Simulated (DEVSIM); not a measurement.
Device: Si p+/n-/n+ power diode, at 300 K.

| layer (left to right) | material | thickness (μm) | Nd (cm⁻³) | Na (cm⁻³) | τn (s) | τp (s) |
|---|---|---|---|---|---|---|
| 1 | Si | 0.920 | - | 1.5e18 | 4.6e-7 | 4.6e-7 |
| 2 | Si | 26.0 | 1.3e14 | - | 4.6e-7 | 4.6e-7 |
| 3 | Si | 4.40 | 2.5e18 | - | 4.6e-7 | 4.6e-7 |

Left contact: ohmic. Right contact: ohmic. Voltage is applied to the left contact. Recombination: SRH at mid-gap. Mobility is μmin + (μ − μmin)/(1 + (N/Nref)^α).

The device is made up for the run: typed textbook-type constants, with dimensions and the other settings drawn at random. Values at 300 K.

```csv
parameter,Si
gap (eV),1.124
affinity (eV),4.05
permittivity,11.7
Nc (cm⁻³),2.86e19
Nv (cm⁻³),3.1e19
μn (cm²/Vs),1417
μp (cm²/Vs),470
"μn,min",52
"μp,min",45
"Nref,n",9.7e16
"Nref,p",2.2e17
αn,0.68
αp,0.72
```

DEVSIM, 1D drift-diffusion, Boltzmann statistics, complete ionisation; no tunnelling, impact ionisation, image-force lowering or self-heating.

Q: Tabulate band edges, carrier densities and field at zero bias.

A: Energies count from the Fermi level of the right contact; mesh points crowd at the junctions.

```json
[
 {"x (μm)": "0.000", "Ec (eV)": "1.046", "Ev (eV)": "-0.078", "n (cm⁻³)": "< 1e2", "p (cm⁻³)": "1.5e18", "field (V/cm)": "≈ 0"},
 {"x (μm)": "0.05553", "Ec (eV)": "1.046", "Ev (eV)": "-0.078", "n (cm⁻³)": "< 1e2", "p (cm⁻³)": "1.5e18", "field (V/cm)": "≈ 0"},
 {"x (μm)": "0.2326", "Ec (eV)": "1.046", "Ev (eV)": "-0.078", "n (cm⁻³)": "< 1e2", "p (cm⁻³)": "1.5e18", "field (V/cm)": "≈ 0"},
 {"x (μm)": "0.6517", "Ec (eV)": "1.046", "Ev (eV)": "-0.078", "n (cm⁻³)": "< 1e2", "p (cm⁻³)": "1.5e18", "field (V/cm)": "≈ 0"},
 {"x (μm)": "0.8828", "Ec (eV)": "1.046", "Ev (eV)": "-0.078", "n (cm⁻³)": "< 1e2", "p (cm⁻³)": "1.5e18", "field (V/cm)": "≈ 0"},
 {"x (μm)": "0.9267", "Ec (eV)": "0.987", "Ev (eV)": "-0.137", "n (cm⁻³)": "750", "p (cm⁻³)": "1.6e17", "field (V/cm)": "-36000"},
 {"x (μm)": "0.9960", "Ec (eV)": "0.892", "Ev (eV)": "-0.232", "n (cm⁻³)": "30000", "p (cm⁻³)": "3.9e15", "field (V/cm)": "-7300"},
 {"x (μm)": "1.407", "Ec (eV)": "0.705", "Ev (eV)": "-0.419", "n (cm⁻³)": "4.1e7", "p (cm⁻³)": "2.8e12", "field (V/cm)": "-3800"},
 {"x (μm)": "2.630", "Ec (eV)": "0.389", "Ev (eV)": "-0.735", "n (cm⁻³)": "8.4e12", "p (cm⁻³)": "1.4e7", "field (V/cm)": "-1400"},
 {"x (μm)": "6.783", "Ec (eV)": "0.318", "Ev (eV)": "-0.806", "n (cm⁻³)": "1.3e14", "p (cm⁻³)": "890000", "field (V/cm)": "≈ 0"},
 {"x (μm)": "18.28", "Ec (eV)": "0.318", "Ev (eV)": "-0.806", "n (cm⁻³)": "1.3e14", "p (cm⁻³)": "890000", "field (V/cm)": "≈ 0"},
 {"x (μm)": "25.25", "Ec (eV)": "0.317", "Ev (eV)": "-0.807", "n (cm⁻³)": "1.3e14", "p (cm⁻³)": "870000", "field (V/cm)": "-17"},
 {"x (μm)": "26.44", "Ec (eV)": "0.298", "Ev (eV)": "-0.826", "n (cm⁻³)": "2.8e14", "p (cm⁻³)": "420000", "field (V/cm)": "-620"},
 {"x (μm)": "26.80", "Ec (eV)": "0.245", "Ev (eV)": "-0.879", "n (cm⁻³)": "2.2e15", "p (cm⁻³)": "53000", "field (V/cm)": "-3700"},
 {"x (μm)": "26.91", "Ec (eV)": "0.118", "Ev (eV)": "-1.006", "n (cm⁻³)": "3.0e17", "p (cm⁻³)": "390", "field (V/cm)": "-49000"},
 {"x (μm)": "26.96", "Ec (eV)": "0.063", "Ev (eV)": "-1.061", "n (cm⁻³)": "2.5e18", "p (cm⁻³)": "< 1e2", "field (V/cm)": "≈ 0"},
 {"x (μm)": "27.11", "Ec (eV)": "0.063", "Ev (eV)": "-1.061", "n (cm⁻³)": "2.5e18", "p (cm⁻³)": "< 1e2", "field (V/cm)": "≈ 0"},
 {"x (μm)": "27.62", "Ec (eV)": "0.063", "Ev (eV)": "-1.061", "n (cm⁻³)": "2.5e18", "p (cm⁻³)": "< 1e2", "field (V/cm)": "≈ 0"},
 {"x (μm)": "29.97", "Ec (eV)": "0.063", "Ev (eV)": "-1.061", "n (cm⁻³)": "2.5e18", "p (cm⁻³)": "< 1e2", "field (V/cm)": "≈ 0"},
 {"x (μm)": "30.94", "Ec (eV)": "0.063", "Ev (eV)": "-1.061", "n (cm⁻³)": "2.5e18", "p (cm⁻³)": "< 1e2", "field (V/cm)": "≈ 0"},
 {"x (μm)": "31.22", "Ec (eV)": "0.063", "Ev (eV)": "-1.061", "n (cm⁻³)": "2.5e18", "p (cm⁻³)": "< 1e2", "field (V/cm)": "≈ 0"},
 {"x (μm)": "31.32", "Ec (eV)": "0.063", "Ev (eV)": "-1.061", "n (cm⁻³)": "2.5e18", "p (cm⁻³)": "< 1e2", "field (V/cm)": "≈ 0"}
]
```
